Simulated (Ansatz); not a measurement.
Results of HSE06 in Ansatz (plane waves, PAW) for NaFeSi2O6 (C2/c, No. 15).

Run with plane-wave cutoff 500 eV, 4×4×4 k mesh, gaussian smearing 0.02 eV, spin-polarised with parallel moments, scalar-relativistic PAW data made under PBE.

Cell (relaxed with r²SCAN):

FeNaO$_{6}$Si$_{2}$ is taken in the monoclinic space group C2/c (No. 15), Pearson symbol mS40. Conventional cell: a = 9.695 Å, b = 8.795 Å, c = 5.301 Å, α = γ = 90.00°, β = 107.54°. Na on 4e is coordinated by 6 O at 2.380–2.432 Å and 2 O at 2.858 Å. Fe on 4e has 2 O at 1.931 Å and 4 O at 2.036–2.128 Å (octahedral). Si on 8f is coordinated by 4 O at 1.603–1.649 Å (tetrahedral). O1 on 8f sees 1 Si at 1.627 Å and 2 Fe at 2.036–2.128 Å and 1 Na at 2.380 Å. O2 on 8f is coordinated by 1 Si at 1.603 Å and 1 Fe at 1.931 Å and 1 Na at 2.406 Å (trigonal pyramidal). O3 on 8f is surrounded by 2 Si at 1.640–1.649 Å and 1 Na at 2.432 Å and 1 Na at 2.858 Å. (Neighbours: up to the widest gap in distance over summed covalent radii, below 1.35, at either atom; cation-cation and far metal-metal contacts left out.)
(The calculation used a cell of 20 atoms; values per cell refer to that cell.)

### Question
What does this level give for the band gap?

### Answer

* **band gap**: 4.07 eV (on the SCF k mesh)

Note: the magnetic order was assumed, not searched for or taken from measurement; a magnet's gap depends somewhat on the PAW data; cell and atoms aren't relaxed at this level (largest force component 0.10 eV/Å).

Ansatz is a first-principles code.
